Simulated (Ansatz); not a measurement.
Band structure of Ir3Pd (Fm-3m, 4 atoms in the cell).

```
CELL_PARAMETERS angstrom
      0.00000     3.19431     3.19431
      3.19431     0.00000     3.19431
      3.19431     3.19431     0.00000
ATOMIC_POSITIONS crystal
  Pd 0.00000 0.00000 0.00000
  Ir 0.50000 0.50000 0.50000
  Ir 0.25000 0.25000 0.25000
  Ir 0.75000 0.75000 0.75000
```

Method: PBEsol, default PAW files made with PBE (plane waves; Ansatz, an electronic-structure program).

Settings: basis.ecutwfc = 420 eV; kpoints.mp_grid.grid = 12 12 12; hamiltonian.xc = pbesol; hamiltonian.pseudopotentials = {kind: paw} (the program's default PAW files); scf.occupations.method = methfessel_paxton; scf.occupations.width = 0.1 eV; kpoints.band_path.npoints = 10.

The starting cell was generated: these elements placed on a structure prototype, without a prior relaxation; it need not be a known phase or ordering of this composition. Its lattice was rescaled by a random factor within 2.5 % of one. Spin-orbit coupling is off. Spin polarisation is off.

Levels in eV from the Fermi level, bands 31 to 38:
| point | 31 | 32 | 33 | 34 | 35 | 36 | 37 | 38 |
|---|---|---|---|---|---|---|---|---|
| Γ | -0.08 | -0.08 | 0.12 | 0.12 | 0.90 | 0.90 | 0.90 | 5.07 |
| X | -0.99 | -0.58 | -0.53 | 0.04 | 0.40 | 0.40 | 0.55 | 0.67 |
| W | -1.29 | -1.04 | 0.15 | 0.38 | 0.38 | 0.61 | 0.87 | 0.94 |
| K | -1.35 | -0.76 | -0.31 | -0.28 | -0.22 | 0.54 | 0.94 | 1.16 |
| L | -0.50 | -0.50 | -0.32 | -0.32 | 0.09 | 0.15 | 0.15 | 0.87 |
| U | -1.35 | -0.76 | -0.31 | -0.28 | -0.22 | 0.54 | 0.94 | 1.16 |

Bands cross the Fermi level along this path, so the cell is metallic at this level.

Keys are those of Ansatz 0.2.
